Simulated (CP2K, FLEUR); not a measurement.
A FLEUR input for a self-consistent single point of Al2Au (Fm-3m, 3 atoms in the cell) (DFT, PBE, all-electron FLAPW (FLEUR), scalar-relativistic valence):

Input of the input generator:

```
Al2Au
&input film=f /
-0.0000000000 2.9823040000 2.9823040000
2.9823040000 -0.0000000000 2.9823040000
2.9823040000 2.9823040000 0.0000000000
1.8897261246
1.0 1.0 1.0

3
13 0.2500000000 0.2500000000 0.2500000000
13 0.7500000000 0.7500000000 0.7500000000
79 0.0000000000 0.0000000000 0.0000000000

&comp jspins=1 /
&kpt div1=9 div2=9 div3=9 /
&end /
```

```xml
<?xml version="1.0" encoding="UTF-8" standalone="no"?>
<fleurInput fleurInputVersion="0.39">
   <comment>
      Al2Au                                                                                               
   </comment>
   <calculationSetup>
      <cutoffs Kmax="4.5" Gmax="22.5" GmaxXC="22.5" numbands="0"/>
      <scfLoop itmax="60" minDistance="0.00001" maxIterBroyd="25" imix="Anderson" alpha="0.05" precondParam="0.0" spinf="2.0"/>
      <coreElectrons ctail="T" frcor="F" kcrel="0" coretail_lmax="0"/>
      <xcFunctional name="pbe" relativisticCorrections="F"/>
      <magnetism jspins="1"/>
      <soc l_soc="F" theta="0.0" phi="0.0" spav="F"/>
      <expertModes spex="0" secvar="F"/>
      <geometryOptimization l_f="T" forcealpha="1.0" forcemix="BFGS" epsdisp="0.00001" epsforce="0.00001"/>
      <ldaU l_linMix="F" mixParam="0.05" spinf="1.0"/>
   </calculationSetup>
   <cell>
      <bzIntegration valenceElectrons="41.0" mode="hist" fermiSmearingEnergy="0.00367493">
         <kPointListSelection listName="default-1"/>
         <!-- k-points included here -->
         <xi:include xmlns:xi="http://www.w3.org/2001/XInclude" href="kpts.xml"> </xi:include>
      </bzIntegration>
      <!-- symmetry operations included here -->
      <xi:include xmlns:xi="http://www.w3.org/2001/XInclude" href="sym.xml"> </xi:include>
      <bulkLattice scale="1.0">
         <bravaisMatrix>
            <row-1>    0.0000000000000000     5.6357377802990785     5.6357377802990785</row-1>
            <row-2>    5.6357377802990785     0.0000000000000000     5.6357377802990785</row-2>
            <row-3>    5.6357377802990785     5.6357377802990785     0.0000000000000000</row-3>
         </bravaisMatrix>
      </bulkLattice>
   </cell>
   <atomSpecies>
      <species name="Aluminum (Al)" element="Al" atomicNumber="13">
         <mtSphere radius="2.16" gridPoints="715" logIncrement="0.016"/>
         <atomicCutoffs lmax="8" lnonsphr="6"/>
         <electronConfig flipSpins="F">
            <coreConfig>(1s1/2)</coreConfig>
            <valenceConfig>(2s1/2) (2p1/2) (2p3/2) (3s1/2) (3p1/2) (3p3/2)</valenceConfig>
            <stateOccupation state="(3p1/2)" spinUp="0.1666666666667" spinDown="0.1666666666667"/>
            <stateOccupation state="(3p3/2)" spinUp="0.3333333333333" spinDown="0.3333333333333"/>
         </electronConfig>
         <energyParameters s="3" p="3" d="3" f="4"/>
         <lo type="SCLO" l="0" n="2" eDeriv="0"/>
         <lo type="SCLO" l="1" n="2" eDeriv="0"/>
         <lo type="SCLO" l="2" n="3" eDeriv="2"/>
         <lo type="SCLO" l="3" n="4" eDeriv="2"/>
      </species>
      <species name="Gold (Au)" element="Au" atomicNumber="79">
         <mtSphere radius="2.45" gridPoints="811" logIncrement="0.016"/>
         <atomicCutoffs lmax="9" lnonsphr="7"/>
         <electronConfig flipSpins="F">
            <coreConfig>(1s1/2) (2s1/2) (2p1/2) (2p3/2) (3s1/2) (3p1/2) (3p3/2) (4s1/2) (3d3/2) (3d5/2) (4p1/2) (4p3/2) (4d3/2) (4d5/2) (4f5/2) (4f7/2)</coreConfig>
            <valenceConfig>(5s1/2) (5p1/2) (5p3/2) (6s1/2) (5d3/2) (5d5/2)</valenceConfig>
            <stateOccupation state="(6s1/2)" spinUp="0.5" spinDown="0.5"/>
         </electronConfig>
         <energyParameters s="6" p="6" d="5" f="5"/>
         <lo type="SCLO" l="0" n="5" eDeriv="0"/>
         <lo type="SCLO" l="1" n="5" eDeriv="0"/>
         <lo type="SCLO" l="1" n="5" eDeriv="1"/>
         <lo type="SCLO" l="2" n="5" eDeriv="2"/>
         <lo type="SCLO" l="3" n="5" eDeriv="2"/>
      </species>
   </atomSpecies>
   <atomGroups>
      <atomGroup species="Aluminum (Al)">
         <relPos label="                   1">1.000/4.000 1.000/4.000 1.000/4.000</relPos>
         <relPos label="                   2">-1.000/4.000 -1.000/4.000 -1.000/4.000</relPos>
         <force calculate="T" relaxXYZ="TTT"/>
      </atomGroup>
      <atomGroup species="Gold (Au)">
         <relPos label="                   3">.0000000000 .0000000000 .0000000000</relPos>
         <force calculate="T" relaxXYZ="TTT"/>
      </atomGroup>
   </atomGroups>
   <output dos="F" band="F" slice="F">
      <checks vchk="F" cdinf="F"/>
      <bandDOS minEnergy="-.5*Htr" maxEnergy="0.5*Htr" sigma="0.015" storeEVData="T"/>
      <vacuumDOS vacdos="F" integ="F" star="F" nstars="0" locx1="0.0" locy1="0.0" locx2="0.0" locy2="0.0" nstm="0" tworkf="0.0"/>
      <unfoldingBand unfoldBand="F" supercellX="1" supercellY="1" supercellZ="1"/>
      <plotting iplot="0" polar="F">
         <plot TwoD="T" vec1="  1.0  0.0  0.0" vec2="  0.0  1.0  0.0" vec3="  0.0  0.0  1.0" zero="  0.0  0.0  0.0" file="plot"/>
      </plotting>
      <chargeDensitySlicing numkpt="0" minEigenval="0.0" maxEigenval="0.0" nnne="0" pallst="F"/>
      <specialOutput eonly="F"/>
      <magneticCircularDichroism mcd="F" energyLo="-10.0" energyUp="0.0"/>
   </output>
  <!-- We include the file relax.xml here to enable relaxations (see documentation) -->
  <xi:include xmlns:xi="http://www.w3.org/2001/XInclude" href="relax.xml"> <xi:fallback/> </xi:include>
</fleurInput>
```

Problem. Give the CP2K input for the same structure, mesh, smearing and functional.

Solution. This is the input that was run; spellings and numerical settings could be chosen otherwise.

```
&GLOBAL
  PROJECT run
  RUN_TYPE ENERGY_FORCE
  PRINT_LEVEL LOW
&END GLOBAL
&FORCE_EVAL
  METHOD Quickstep
  STRESS_TENSOR ANALYTICAL
  &DFT
    BASIS_SET_FILE_NAME BASIS_MOLOPT
    POTENTIAL_FILE_NAME GTH_POTENTIALS
    &QS
      METHOD GPW
      EPS_DEFAULT 1E-10
    &END QS
    &MGRID
      CUTOFF 500
      REL_CUTOFF 50
      NGRIDS 5
    &END MGRID
    &SCF
      SCF_GUESS ATOMIC
      EPS_SCF 1E-6
      MAX_SCF 100
      ADDED_MOS 4
      &DIAGONALIZATION
        ALGORITHM STANDARD
      &END DIAGONALIZATION
      &MIXING
        METHOD BROYDEN_MIXING
        ALPHA 0.2
        NBUFFER 10
        BETA 1.5
      &END MIXING
      &SMEAR ON
        METHOD FERMI_DIRAC
        ELECTRONIC_TEMPERATURE [K] 1160.45
      &END SMEAR
    &END SCF
    &KPOINTS
      SCHEME MONKHORST-PACK 9 9 9
    &END KPOINTS
    &XC
      &XC_FUNCTIONAL PBE
      &END XC_FUNCTIONAL
    &END XC
    &PRINT
      &MO
        EIGENVALUES T
        OCCUPATION_NUMBERS T
        NDIGITS 8
        FILENAME mo
        &EACH
          QS_SCF 0
        &END EACH
        ADD_LAST NUMERIC
      &END MO
      &MULLIKEN OFF
      &END MULLIKEN
    &END PRINT
  &END DFT
  &SUBSYS
    &CELL
      A 4.21761500 0.00000000 0.00000000
      B 2.10880700 3.65256200 0.00000000
      C 2.10880700 1.21752100 3.44366800
      PERIODIC XYZ
    &END CELL
    &COORD
      SCALED
      Al       0.25000000     0.25000000     0.25000000
      Al       0.75000000     0.75000000     0.75000000
      Au       0.00000000     0.00000000     0.00000000
    &END COORD
    &KIND Al
      BASIS_SET DZVP-MOLOPT-SR-GTH-q3
      POTENTIAL GTH-PBE-q3
    &END KIND
    &KIND Au
      BASIS_SET DZVP-MOLOPT-SR-GTH-q11
      POTENTIAL GTH-PBE-q11
    &END KIND
  &END SUBSYS
  &PRINT
    &FORCES ON
    &END FORCES
    &STRESS_TENSOR ON
    &END STRESS_TENSOR
  &END PRINT
&END FORCE_EVAL
```

Basis settings and potentials, where a program has them, do not carry over. This input uses DFT PBE, GPW, DZVP-MOLOPT-SR-GTH basis, GTH-PBE potentials (GTH_POTENTIALS).

The starting cell comes from a database of computed structures (which also holds hypothetical and non-ambient phases and stackings), without a prior relaxation at this level. Its lattice was rescaled by a random factor within 2.5 % of one. For this run, on top of that: lattice scaled by 0.98.
